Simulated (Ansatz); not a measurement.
The starting structures come from a database of crystals and need not be the phases stable at ambient conditions.

Inside the gap of an insulator the Bloch states are evanescent, with a wavenumber k + iκ along the transport direction.

Given:

```xyz
20
Lattice="5.3505 0.0000 0.0000 0.0000 7.7017 0.0000 0.0000 0.0000 5.5833" Properties=species:S:1:pos:R:3 pbc="T T T"
Na     5.2495     5.7763     5.2345
Na     0.1010     1.9254     0.3487
Na     2.5742     1.9254     3.1404
Na     2.7763     5.7763     2.4429
Zn     2.6753     3.8509     0.0000
Zn     0.0000     3.8509     2.7916
Zn     0.0000     0.0000     2.7916
Zn     2.6753     0.0000     0.0000
F      1.6367     3.4034     1.6828
F      3.7138     4.2983     3.9005
F      4.3119     4.2983     1.1088
F      1.0386     3.4034     4.4744
F      1.0386     0.4475     4.4744
F      4.3119     7.2543     1.1088
F      3.7138     7.2543     3.9005
F      1.6367     0.4475     1.6828
F      4.7546     1.9254     2.5643
F      0.5959     5.7763     3.0190
F      2.0794     5.7763     0.2274
F      3.2711     1.9254     5.3559
```

Space group of this cell: Pnma. The cell is taken as given.

Transport runs along the normal of the first two printed cell vectors.

The gap is the functional's own, uncorrected, and κ follows it; spin-orbit coupling is left out. Mid-gap values are interpolated between the computed energies.

**Question.** State the band gap and the smallest decay constant κ at mid-gap according to Ansatz (a quantum-chemistry and plane-wave program) with r2SCAN.

**Answer.** Gap 4.66 eV on a 6×4×6 mesh; κ = 0.464 1/Å, at the zone centre.
